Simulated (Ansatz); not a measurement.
hcp Tb

Computed with LDA (PAW; Ansatz, a quantum-chemistry and plane-wave program).

Numerical settings: plane-wave cutoff 520 eV, 18×18×10 k mesh (along the axes of the cell as run), Fermi–Dirac smearing 0.05 eV, spin-polarised with parallel moments, scalar-relativistic PAW data made under PBE.

Cell (measured lattice):

```
Tb
1.0
    1.80280    -3.12254     0.00000
    1.80280     3.12254     0.00000
    0.00000     0.00000     5.69660
Tb
2
Direct
  0.33333   0.66667   0.25000
  0.66667   0.33333   0.75000
```
Starting moments (μB, in the order of the record's atoms Tb Tb): 6.0 6.0.

```
Property                                                     Result
----------------------------------------------------------  -------
band gap                                                       none
magnetic moment per atom (the cell's total over its atoms)  5.97 μB
```

Note: the 4f shell is treated without U or exact exchange, so its levels and filling can be wrong; the collinear magnetic order is the start's and need not be the measured one; cell and atoms aren't relaxed at this level (pressure -5.0 GPa).

Moments are spin moments.

Spin–orbit coupling is not included.

Static lattice: no zero-point or thermal effects.

Computing time: roughly 7 core-minutes.
